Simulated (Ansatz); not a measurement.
Start from BaTiO3 in the cubic perovskite structure (space group Pm-3m, No. 221).

```yaml
crystal:
  lattice:
    - [4.01924, 0.00000, 0.00000]
    - [0.00000, 4.01924, 0.00000]
    - [0.00000, 0.00000, 4.01924]
  atoms:
    - { symbol: Ba, position: [0.00000, 0.00000, 0.00000] }
    - { symbol: Ti, position: [0.50000, 0.50000, 0.50000] }
    - { symbol: O, position: [0.50000, 0.00000, 0.50000] }
    - { symbol: O, position: [0.00000, 0.50000, 0.50000] }
    - { symbol: O, position: [0.50000, 0.50000, 0.00000] }
```

Calculations: PBE (Ansatz, a first-principles code), without spin-orbit coupling.

Strains are applied to the cell and any free atomic positions relax.

One change was made to it. Results:

| quantity | base | after |
|---|---|---|
| band gap | 1.78 eV | 1.59 eV |
| energy relative to the base (free energy F) | 0 meV/atom | +48 meV/atom |
| gap character | indirect, R → Γ | indirect, R → Γ |

Question: Name the change that was made.
A. isotropic strain +1.20 %
B. isotropic strain +3.00 %
C. isotropic strain +0.60 %
D. isotropic strain +1.80 %

Answer: B, isotropic strain +3.00 %. For comparison, the band gap in the other runs: isotropic strain +0.60 % gives 1.75 eV; isotropic strain +1.20 % gives 1.71 eV; isotropic strain +1.80 % gives 1.67 eV.

Stability against distortions was not tested. All final runs are without spin polarisation. Many cubic perovskites are stable only at high temperature; tilts and polar distortions were not tested. This is not the structure that BaTiO3 has at room temperature and ambient pressure.
